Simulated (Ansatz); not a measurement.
The reference is BP in the zinc blende structure (space group F-43m, No. 216; a = 4.5202 Å). Axes: x, y, z lie along the cube axes.

Computed with Ansatz (a program for electronic structure), PBEsol, PAW, cutoff 420 eV, spin-orbit coupling left out.

Strains are applied to the cell and any free atomic positions relax; under biaxial strain the out-of-plane vector relaxes too.

One change was made to it. Results:

```json
[
 {"quantity": "energy relative to the base (free energy F)", "base": "0 meV/atom", "after": "+2.9 meV/atom"},
 {"quantity": "smallest direct gap", "base": "3.38 eV", "after": "3.33 eV"}
]
```

### Question
Which change produced these results?
A. biaxial strain +2.00 %, plane normal [001], relaxed out of plane
B. biaxial strain −0.50 %, plane normal [001], relaxed out of plane
C. biaxial strain −2.00 %, plane normal [001], relaxed out of plane
D. biaxial strain −1.00 %, plane normal [001], relaxed out of plane

### Answer
D, biaxial strain −1.00 %, plane normal [001], relaxed out of plane. For comparison, the energy relative to the base in the other runs: biaxial strain −2.00 %, plane normal [001], relaxed out of plane gives +12 meV/atom; biaxial strain +2.00 %, plane normal [001], relaxed out of plane gives +11 meV/atom; biaxial strain −0.50 %, plane normal [001], relaxed out of plane gives +0.7 meV/atom.

Stability against distortions was not tested.
